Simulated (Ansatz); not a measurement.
Input:

```yaml
crystal:
  lattice:
    - [0.00000, 2.99424, 2.99424]
    - [2.99424, 0.00000, 2.99424]
    - [2.99424, 2.99424, 0.00000]
  atoms:
    - { symbol: Ga, position: [0.00000, 0.00000, 0.00000] }
    - { symbol: Sb, position: [0.25000, 0.25000, 0.25000] }
```

These are PBE with spin-orbit coupling, rigid bands (plane waves, PAW; Ansatz, a program for electronic structure) values and carry that method's errors. Condition of this run: hydrostatic pressure of 3.6 GPa (compression positive) (the target of the relaxation). How the cell was made: cell and atoms relaxed with PBEsol, then loaded as said.

Problem. Predict the hole conductivity mass (n e² τ/σ) at 300 K, by direction if it differs.

Solution. 0.27 mₑ.

Problem. And the band gap?

Solution. 0.28 eV at this level; semilocal functionals usually fall short of the measured gap.

Rigid bands, one relaxation time for all states, no polarons. Geometry: cell and atoms relaxed with PBEsol.
